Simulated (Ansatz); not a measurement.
Consider Nb in the bcc (W type) structure (space group Im-3m, No. 229; relaxed with 0.1 eV smearing).

```
CELL_PARAMETERS angstrom
     -1.63652     1.63652     1.63652
      1.63652    -1.63652     1.63652
      1.63652     1.63652    -1.63652
ATOMIC_POSITIONS crystal
  Nb 0.00000 0.00000 0.00000
```

Level of theory: PBEsol in Ansatz (plane waves to 420 eV, PAW, no spin-orbit coupling).

For the base:

The pressure is 0.0 GPa.

Modification: every lattice vector is shortened by 1.37 %; the atoms relax in the strained cell.

Question: Estimate the effect on the pressure.

Answer: The pressure goes from zero to 8.1 GPa.

Question: Predict the new energy relative to the base.

Answer: The energy grows by 17 meV/atom.

Stability against distortions was not tested. The base started in P-1 and relaxed to Im-3m at this level. All final runs are without spin polarisation.

Ansatz is an electronic-structure program.
